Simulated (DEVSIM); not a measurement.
illuminated Si n-on-p cell, one wavelength

Structure: illuminated Si n-on-p cell, one wavelength, at 300 K.

```csv
layer (left to right),material,thickness (μm),Nd (cm⁻³),Na (cm⁻³),τn (s),τp (s),absorption coefficient (cm⁻¹)
1,Si,0.860,1.5e18,-,5e-7,3.5e-5,180
2,Si,28.0,-,1.9e15,3.6e-5,3.6e-5,180
```

Left contact: ohmic, minority hole recombination velocity 7e5 cm/s. Right contact: ohmic, minority electron recombination velocity 20 cm/s. Voltage is applied to the left contact. Recombination: SRH at mid-gap, radiative, Auger. Light enters at the left, 2e16 photons cm⁻² s⁻¹, one pass, no reflection. Mobility is constant in doping.

Constants are typed, rounded textbook-type inputs, not results; the design itself was drawn at random and stands for no fabricated device. Values at 300 K.

```csv
parameter,Si
gap (eV),1.124
affinity (eV),4.05
permittivity,11.7
Nc (cm⁻³),2.86e19
Nv (cm⁻³),3.1e19
μn (cm²/Vs),1417
μp (cm²/Vs),470
B (cm³/s),4.7e-15
Cn (cm⁶/s),2.8e-31
Cp (cm⁶/s),9.9e-32
```

Simulated with DEVSIM: 1D drift-diffusion, Boltzmann statistics, complete ionisation; no tunnelling, impact ionisation, image-force lowering or self-heating.

```
Property                                                   Result
---------------------------------------------------  ------------
Potential step across the device at zero bias             0.797 V
Largest field in the device at zero bias               68000 V/cm
Dark forward voltage at 1 A/cm²                           0.703 V
Dark forward voltage at 100 A/cm²                         0.844 V
Short-circuit current                                 1.27 mA/cm²
Open-circuit voltage                                      0.519 V
Fill factor                                                  0.81
Largest power                                        0.534 mW/cm²
Share of generated pairs collected at short circuit         0.982
```

Small-signal capacitance in reverse bias (quasi-static):

```
V (V)  C (nF/cm²)
-----  ----------
0.04         14.9
0.1          14.3
0.2          13.4
0.3          12.7
0.4          12.1
0.6          11.1
0.8          10.3
1            9.66
1.3          8.89
1.6          8.28
2            7.64
```

Current under light (generator sign):

| V (V) | J (mA/cm²) |
|---|---|
| 0.00 | 1.27 |
| 0.06 | 1.27 |
| 0.14 | 1.27 |
| 0.20 | 1.27 |
| 0.28 | 1.27 |
| 0.36 | 1.27 |
| 0.38 | 1.27 |
| 0.40 | 1.26 |
| 0.42 | 1.25 |
| 0.44 | 1.21 |
| 0.46 | 1.14 |
| 0.48 | 0.992 |
| 0.50 | 0.667 |
| 0.52 | -0.0317 |
